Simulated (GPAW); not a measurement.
```
CELL_PARAMETERS angstrom
      0.00000     3.74889     3.74889
      3.74889     0.00000     3.74889
      3.74889     3.74889     0.00000
ATOMIC_POSITIONS crystal
  Y  0.50000 0.50000 0.50000
  Y  0.75000 0.75000 0.75000
  Pt 0.62500 0.12500 0.12500
  Pt 0.12500 0.12500 0.62500
  Pt 0.12500 0.62500 0.12500
  Pt 0.12500 0.12500 0.12500
```

Method of the run: PBEsol, GPAW PAW datasets PBEsol (made by gpaw-setup) (plane waves; GPAW).

The set-up and first iterations of a GPAW log for YPt2 (Fd-3m, 6 atoms in the cell):

```
Input parameters:
  convergence: {density: 1e-05,
                energy: 1e-05}
  kpts: {gamma: True,
         size: (6, 6, 6)}
  maxiter: 150
  mode: {ecut: 550,
         name: pw}
  nbands: -14
  occupations: {name: methfessel-paxton,
                order: 0,
                width: 0.1}
  symmetry: {symmorphic: False,
             tolerance: 0.0005}
  xc: PBEsol

species:
  Y:
    name: Yttrium
    Z: 39.0
    valence: 11
    core: 28
    charge: 0.0
    file: Y.PBEsol.gz

    # Using partial waves for Y as LCAO basis

  Pt:
    name: Platinum
    Z: 78.0
    valence: 16
    core: 62
    charge: 0.0
    file: Pt.PBEsol.gz

    # Using partial waves for Pt as LCAO basis

Reference energy: -2185017.241449  # eV

Spin-paired calculation

Convergence criteria:
 Maximum [total energy] change in last 3 cyles: 1e-05 eV / valence electron
 Maximum integral of absolute [dens]ity change: 1e-05 electrons / valence electron
   [... lines left out ...]
  Linear mixing parameter: 0.05
  old densities: 5
  Damping of long wavelength oscillations: 50

Hamiltonian:
  XC and Coulomb potentials evaluated on a 64*64*64 grid
  External potential:
    NoExternalPotential

XC parameters: PBEsol with 2 nearest neighbor stencil

Number of atoms: 6
Number of atomic orbitals: 74
Number of bands in calculation: 57
Number of valence electrons: 86
Bands to converge: occupied

Density initialized from atomic densities
  57 bands from LCAO basis set

Atomic positions and initial magnetic moments

Positions:
   0 Y      3.748887    3.748887    3.748887    ( 0.0000,  0.0000,  0.0000)
   1 Y      5.623330    5.623330    5.623330    ( 0.0000,  0.0000,  0.0000)
   2 Pt     0.937222    2.811665    2.811665    ( 0.0000,  0.0000,  0.0000)
   3 Pt     2.811665    2.811665    0.937222    ( 0.0000,  0.0000,  0.0000)
   4 Pt     2.811665    0.937222    2.811665    ( 0.0000,  0.0000,  0.0000)
   5 Pt     0.937222    0.937222    0.937222    ( 0.0000,  0.0000,  0.0000)

Unit cell:
           periodic     x           y           z      points  spacing
  1. axis:    yes    0.000000    3.748887    3.748887    32     0.1353
  2. axis:    yes    3.748887    0.000000    3.748887    32     0.1353
  3. axis:    yes    3.748887    3.748887    0.000000    32     0.1353

  Lengths:   5.301727   5.301727   5.301727
  Angles:   60.000000  60.000000  60.000000

Effective grid spacing dv^(1/3) = 0.1476
     iter     time        total  log10-change:
                         energy   eigst   dens
iter:   1 --:--:--   -50.231716
iter:   2 --:--:--   -48.655257   -1.36  -1.28
iter:   3 --:--:--   -46.824798   -1.59  -1.36
iter:   4 --:--:--   -46.192352   -1.96  -1.52
iter:   5 --:--:--   -45.848337   -1.81  -1.69
```

Question: How does the run end?

Answer: The run converged in 28 iterations. Its thresholds were met; that alone does not show that basis and mesh suffice. It ends on: free energy E − TS (from the program's reference atoms) -45.8293 eV; Fermi level (on the code's own zero) 11.45 eV; pressure 7.44 GPa. The log goes on:

```
   [... 3 lines left out ...]
iter:   9 --:--:--   -45.824774   -4.47  -2.95
iter:  10 --:--:--   -45.825682   -4.54  -3.08
iter:  11 --:--:--   -45.825103   -5.81  -2.91
   [... lines left out ...]
iter:  14 --:--:--   -45.825624c  -5.41  -3.04
iter:  15 --:--:--   -45.826128c  -4.59  -3.04
iter:  16 --:--:--   -45.826178c  -5.48  -3.13
iter:  17 --:--:--   -45.825972c  -5.49  -3.19
iter:  18 --:--:--   -45.825316   -5.42  -3.30
iter:  19 --:--:--   -45.824904   -5.45  -3.46
iter:  20 --:--:--   -45.824783c  -5.84  -3.54
iter:  21 --:--:--   -45.824740c  -5.72  -3.61
iter:  22 --:--:--   -45.824727c  -6.68  -3.88
iter:  23 --:--:--   -45.824693c  -6.13  -3.94
iter:  24 --:--:--   -45.824694c  -7.00  -4.46
iter:  25 --:--:--   -45.824695c  -7.77c -4.55
iter:  26 --:--:--   -45.824695c  -9.29c -4.60
iter:  27 --:--:--   -45.824690c  -7.74c -4.64
iter:  28 --:--:--   -45.824690c  -8.64c -5.06c
Converged after 28 iterations.

Dipole moment: (-27.302752, -27.302752, -27.302752) |e|*Ang

Energy contributions relative to reference atoms: (reference = -2185017.241449)

Kinetic:        -10.818288
Potential:       +5.341062
External:        +0.000000
XC:             -37.803063
Entropy (-ST):   -0.009253
Local:           -2.539774
SIC:             +0.000000
--------------------------
Free energy:    -45.829317
Extrapolated:   -45.824690

Showing only first 2 kpts
 Kpt  Band  Eigenvalues  Occupancy
  0    41     11.02824    2.00000
  0    42     11.02824    2.00000
  0    43     12.07035    0.00000
  0    44     12.14486    0.00000

  1    41     10.60952    2.00000
  1    42     10.78117    2.00000
  1    43     11.21859    1.99899
  1    44     12.28103    0.00000

Fermi level: 11.45108

No gap
No difference between direct/indirect transitions
Energy (eV): -45.82469

Forces in eV/Ang:
  0 Y     0.00000    0.00000    0.00000
  1 Y    -0.00000    0.00000    0.00000
  2 Pt    0.00000    0.00000    0.00000
  3 Pt    0.00000    0.00000   -0.00000
  4 Pt    0.00000    0.00000    0.00000
  5 Pt   -0.00000    0.00000   -0.00000

Stress tensor:
    -0.046411    -0.000000     0.000000
    -0.000000    -0.046411     0.000000
     0.000000     0.000000    -0.046411
Stress (GPa, Voigt): [-7.4359 -7.4359 -7.4359  0.      0.     -0.    ]
```

For comparison: a first run was changed to give this one (lattice scaled by 0.98), and from it to this one the free energy rises by 10.1 meV/atom and the pressure goes from -4.00 to 7.44 GPa.

The starting cell comes from a database of computed structures (which also holds hypothetical and non-ambient phases and stackings), without a prior relaxation at this level. For this run, on top of that: lattice scaled by 0.98. Spin-orbit coupling is off. Spin polarisation is off. With a pressure of about 7 GPa the cell is away from its equilibrium volume at this level.

The run was DFT PBEsol, plane waves, GPAW PAW datasets PBEsol (made by gpaw-setup). Main settings of its input:

| setting | value |
|---|---|
| mode | pw |
| ecut | 550 eV |
| xc | PBEsol |
| kpts | 6 6 6 |
| mesh shift (steps) | 0 0 0 |
| occupations.name | methfessel-paxton |
| occupations.width | 0.1 eV |
| occupations.order | 0 |
| nbands | -14 |
| convergence.density | 1e-05 e/electron |
| convergence.energy | 1e-05 eV/electron |
| symmetry.symmorphic | false |
